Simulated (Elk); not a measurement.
Elk run on BN (F-43m, 2 atoms in the cell): self-consistent single point.

Method of the run: PBE, all-electron FP-LAPW, Elk's shipped species files, default APW+lo basis in Elk.

```yaml
crystal:
  lattice:
    - [0.00000, 1.81046, 1.81046]
    - [1.81046, 0.00000, 1.81046]
    - [1.81046, 1.81046, 0.00000]
  atoms:
    - { symbol: B, position: [0.00000, 0.00000, 0.00000] }
    - { symbol: N, position: [0.75000, 0.75000, 0.75000] }
```

Reference input (self-consistent single point, DFT, PBE, all-electron FP-LAPW, Elk's shipped species files, default APW+lo basis): xctype = 20; stype = 0; swidth = 0.0001 Ha; ngridk = 8 8 8; maxscl = 100. This run's input differs from it in these lines:

```diff
@@ -5,2 +5,5 @@
   20
+
+rgkmax
+  7.51
```

Log, with long lists cut:

```
│ Self-consistent loop started │
│ Loop number : 1 │
 total energy                :     -82.1647788421
│ Loop number : 2 │
 total energy                :     -82.1283342503
RMS change in Kohn-Sham potential (target) :    6.863462249     (  0.1000000000E-05)
Absolute change in total energy (target)   :   0.3644459186E-01 (  0.1000000000E-03)
│ Loop number : 3 │
 total energy                :     -81.5430217440
RMS change in Kohn-Sham potential (target) :    5.281564525     (  0.1000000000E-05)
Absolute change in total energy (target)   :   0.5944236542     (  0.1000000000E-03)
│ Loop number : 4 │
   [... lines left out ...]
Absolute change in total energy (target)   :   0.9367162079E-04 (  0.1000000000E-03)
│ Loop number : 13 │
 total energy                :     -79.7283760910
RMS change in Kohn-Sham potential (target) :   0.1065083724E-05 (  0.1000000000E-05)
Absolute change in total energy (target)   :   0.2222648612E-04 (  0.1000000000E-03)
│ Loop number : 14 │
 total energy                :     -79.7283757718
RMS change in Kohn-Sham potential (target) :   0.6460385860E-06 (  0.1000000000E-05)
Absolute change in total energy (target)   :   0.5875782534E-05 (  0.1000000000E-03)
Convergence targets achieved

│ Loop number : 15 │

Energies :
 Fermi                       :     0.349795839227
 total energy                :     -79.7283754599

Density of states at Fermi energy :   0.8206567836E-05
 (states/Hartree/unit cell)

Estimated indirect band gap :   0.1641717371
 from k-point      1 to k-point     27
Estimated direct band gap   :   0.3239208488
 at k-point      1

Charges :
 core                        :    4.000000000
 valence                     :    8.000000000
 interstitial                :    2.973429530
 muffin-tins (core leakage)
  species :    1 (B)
   atom    1                 :    3.318271124     (  0.7316056634E-03)
  species :    2 (N)
   atom    1                 :    5.708299346     (  0.6913451386E-05)
 total in muffin-tins        :    9.026570470
 total calculated charge     :    11.99582942
 total charge                :    12.00000000
 error                       :   0.4170575971E-02

│ Self-consistent loop stopped │
```

The run converged in 15 iterations. The count includes the last loop, which Elk runs after its targets are met. Against the reference run the total energy falls by 5.2 meV/atom and the gap on the mesh hardly changes (4.472 to 4.467 eV).

The starting cell comes from a database of computed structures (which also holds hypothetical and non-ambient phases and stackings), without a prior relaxation at this level. Its lattice was rescaled by a random factor within 2.5 % of one. Values depend on the basis (sphere radii, cutoffs, local orbitals), which need not be converged.
